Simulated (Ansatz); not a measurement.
Input:

```
CELL_PARAMETERS angstrom
      3.17174     0.00000     0.00000
     -1.58587     2.74681     0.00000
      0.00000     0.00000    12.55112
ATOMIC_POSITIONS crystal
  W  0.33333 0.66667 0.25000
  W  0.66667 0.33333 0.75000
  S  0.33333 0.66667 0.62566
  S  0.66667 0.33333 0.37434
  S  0.66667 0.33333 0.12566
  S  0.33333 0.66667 0.87434
```

Level of theory: r2SCAN+D4 with spin-orbit coupling, rigid bands (plane waves, PAW; Ansatz, a program for electronic structure). How the cell was made: cell and atoms relaxed with r2SCAN+d4.

Question: Predict the electron conductivity mass (n e² τ/σ) at 300 K, by direction if it differs.

Answer: 0.59 (x), 0.59 (y), 0.62 (z) mₑ.

Question: What conductivity effective mass do dilute holes have at 300 K?

Answer: 0.65 (x), 0.65 (y), 0.76 (z) mₑ.

Question: And the band gap?

Answer: 1.12 eV at this level; semilocal functionals usually fall short of the measured gap.

Rigid bands, one relaxation time for all states, no polarons. Geometry: cell and atoms relaxed with r2SCAN+D4.
